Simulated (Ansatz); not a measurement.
# GaP: x(As) = 0.5, 4 atoms, R3m

Take GaP in the zinc blende structure (space group F-43m, No. 216; a = 5.439 Å) as the base.

The other end (x = 1) is AsP in the zinc blende structure (space group F-43m, No. 216; a hypothetical phase, not in the database extracts checked): 23.90 Å³/atom, gap zero; this end may not be an ambient phase.

One thing is altered: a fraction x = 0.5 of the Ga sites is given to As, ordered in a cell of 4 atoms (starting symmetry R3m) and fully relaxed.

Level of theory: PBEsol, PAW, 420 eV (Ansatz, an electronic-structure program; scalar-relativistic without spin-orbit coupling), earlier PAW set. Γ-centred 13×13×13 mesh, Fermi–Dirac width 0.05 eV, for the changed cell.

Volume per atom: 20.61 Å³ (base 20.11 Å³)
Shortest interatomic distance: 2.332 Å (base 2.355 Å)
Band gap: zero (base 1.45 eV)
Mixing energy: -0.02 eV/atom (to 0.01 eV only: unlike meshes or grids) (against an end that may be hypothetical)
Deviation of the volume from the linear (Vegard-type) interpolation: -6.3 %
Mean first-shell distances: Ga–P 2.455 Å (end compound 2.355 Å), As–P 2.404 Å (end compound 2.494 Å)

Each cell is one ordered arrangement of few atoms, which overstates ordering effects compared with a random alloy. Whether these cells are dynamically stable was not tested. All final runs are without spin polarisation. Under x(As) = 0.5, 4 atoms, R3m the cell changed shape so far that it is another structure.
